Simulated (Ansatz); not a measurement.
An Ansatz (a program for electronic structure) input (PBE-D3(BJ)/PAW in Ansatz, no SOC):

Ansatz 0.2 input:
```yaml
crystal:
  lattice:
    - [2.0721672145, 1.1963662991, 9.4826426571]
    - [-2.0721672145, 1.1963662991, 9.4826426571]
    - [0, -2.3927325982, 9.4826426571]
  atoms:
    - { symbol: Bi, position: [0.4008736263, 0.4008736263, 0.4008736263] }
    - { symbol: Bi, position: [0.5991263737, 0.5991263737, 0.5991263737] }
    - { symbol: Se, position: [0, 0, 0] }
    - { symbol: Se, position: [0.2105238786, 0.2105238786, 0.2105238786] }
    - { symbol: Se, position: [0.7894761214, 0.7894761214, 0.7894761214] }
basis: { ecutwfc: 420, ecutrho_ratio: 4, xc_grid: 2, fft_grid_basis: typed }
kpoints: { mp_grid: { grid: [9, 9, 9] } }
hamiltonian:
  xc: pbe
  dispersion: d3bj
  pseudopotentials: { kind: paw }
scf: { occupations: { method: fermi_dirac, width: 0.05 }, convergence: { dr2_threshold: 0.0000000005 } }
output: { forces: true, stress: true }
checkpoint: { write: state.ck, write_every: 1000 }
```

Problem. Which symmetry and how many k-points will the program report, and about how many plane waves at Γ?

Solution. Space group R-3m (ITA 166) with 12 operations, k-points 85 of 729, and 2713 plane waves at Γ.

Whether these cells are dynamically stable was not tested. The cell was made from Bi2Te3 by this change: Te → Se.
